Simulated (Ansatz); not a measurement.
Functionals compared on a constructed model of the (000-1) surface of 4H silicon carbide, C-terminated, (√3x√3)R30° Si adatom at T4 (bottom of the slab: 3 H on 3 bottom sites), in Ansatz (plane waves, PAW). The structure was relaxed with PBE; the other rows are single points on it. Cutoff 420 eV (500 eV for r2SCAN).

Model: 28-atom slab, 11.4 Å thick at the start with caps and adatoms (thin: gaps and levels are the slab's own), 6x6x1 mesh, Fermi-Dirac 0.025 eV, dipole correction, 6 atoms held, the rest relaxed; start symmetry kept, larger cells not searched; spin-polarised, ending with about 1.0 μB a cell; orders that need a larger cell were not tried, no spin-orbit, no U. In PBE it lies 0.04 eV a 1x1 cell over the lowest computed structure of the same composition ((√3x√3)R30° Si adatom at H3). These notes are the PBE run's. r2SCAN: The program's check for a lower electronic state was not made.

```json
[
 {"functional": "PBE", "gap of the slab on its k-mesh (eV)": "0.54", "highest filled level below the top vacuum level (eV)": "5.01", "magnetic moment of the cell (μB)": "1.00", "rough cost of the single point": "–"},
 {"functional": "r2SCAN", "gap of the slab on its k-mesh (eV)": "(withheld)", "highest filled level below the top vacuum level (eV)": "(withheld)", "magnetic moment of the cell (μB)": "1.00", "rough cost of the single point": "very roughly 100 core-seconds"}
]
```

Question: Complete the blanks.

Answer: 
- r2SCAN, gap of the slab on its k-mesh (eV): 0.97
- r2SCAN, highest filled level below the top vacuum level (eV): 5.21

Ansatz is a quantum-chemistry and plane-wave program.
